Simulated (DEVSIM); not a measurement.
Structure: Ru/SiO2/n-GaSb capacitor, at 250 K.

Layer 1 from the left is SiO2, thickness (nm) 20.0. Layer 2 from the left is GaSb, thickness (nm) 11000, Nd (cm⁻³) 3e15.

Metal gate on the left, work function 4.7 eV. Fixed charge at the semiconductor interface 0 cm⁻² (in units of +e); interface traps 5.1e11 cm⁻² eV⁻¹, uniform in energy, neutral level at 0.3 of the gap above the valence band.

Constants are typed, rounded textbook-type inputs, not results; the design itself was drawn at random and stands for no fabricated device. Values at 300 K; Nc and Nv go as T^1.5, mobilities as T to minus their exponent, the gap by Varshni's rule with the affinity fixed.

SiO2: gap (eV) 9, affinity (eV) 0.9, permittivity 3.9. GaSb: gap (eV) 0.726, affinity (eV) 4.06, permittivity 15.7, Nc (cm⁻³) 2.1e17, Nv (cm⁻³) 1.8e19, Varshni α (eV/K) 0.00042, Varshni β (K) 140.

DEVSIM, 1D Poisson equation in equilibrium, Boltzmann statistics, complete ionisation; no quantum confinement or tunnelling. Metal contacts follow the ideal Schottky-Mott rule: no Fermi-level pinning, no interface dipoles.

Problem. What does the simulation give for the minimum of the low-frequency capacitance, the flat-band voltage?

Solution. minimum of the low-frequency capacitance 0.0683 μF/cm²; flat-band voltage 0.76 V.
